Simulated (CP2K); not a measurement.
Band structure of SiC (F-43m, 2 atoms in the cell).

```
SiC
1.0
    3.08299     0.00000     0.00000
    1.54149     2.66994     0.00000
    1.54149     0.88998     2.51725
Si C
1 1
Direct
  0.00000   0.00000   0.00000
  0.25000   0.25000   0.25000
```

Computed with PBE, GPW, DZVP-MOLOPT-PBE-GTH basis, GTH-PBE potentials (POTENTIAL_UZH) in CP2K.

Settings: CUTOFF = 400 Ry; REL_CUTOFF = 50 Ry; SMEAR/METHOD = FERMI_DIRAC; ELECTRONIC_TEMPERATURE = 232.09 K; KPOINTS/SCHEME = MONKHORST-PACK 10 10 10; GAMMA_CENTERED = T; XC_FUNCTIONAL = PBE; Si/BASIS_SET = DZVP-MOLOPT-PBE-GTH-q4; Si/POTENTIAL = GTH-PBE-q4; C/BASIS_SET = DZVP-MOLOPT-PBE-GTH-q4; C/POTENTIAL = GTH-PBE-q4; METHOD = GPW; EPS_DEFAULT = 1e-10; EXTRAPOLATION = USE_GUESS.

The starting cell has typed, rounded lattice constants, without a prior relaxation at this level. Values carry the incompleteness of an atom-centred basis.

Task: Predict the gap along the standard path and the places of the band edges.

Result: The gap along the path is 1.60 eV, from Γ to X; the smallest direct gap on it is 4.78 eV.

Levels in eV from the top of the valence band on the SCF mesh, bands 1 to 5:
```json
[
 {"point": "Γ", "1": "-15.41", "2": "0.00", "3": "0.00", "4": "0.00", "5": "7.27"},
 {"point": "X", "1": "-10.39", "2": "-7.82", "3": "-3.18", "4": "-3.18", "5": "1.60"},
 {"point": "W", "1": "-10.16", "2": "-7.04", "3": "-5.01", "4": "-4.69", "5": "5.43"},
 {"point": "K", "1": "-10.39", "2": "-7.29", "3": "-5.56", "4": "-2.59", "5": "3.33"},
 {"point": "L", "1": "-11.84", "2": "-8.56", "3": "-1.04", "4": "-1.04", "5": "5.61"},
 {"point": "U", "1": "-10.39", "2": "-7.29", "3": "-5.56", "4": "-2.59", "5": "3.33"}
]
```

Higher empty bands are left out: an atom-centred basis made for the valence describes them poorly.
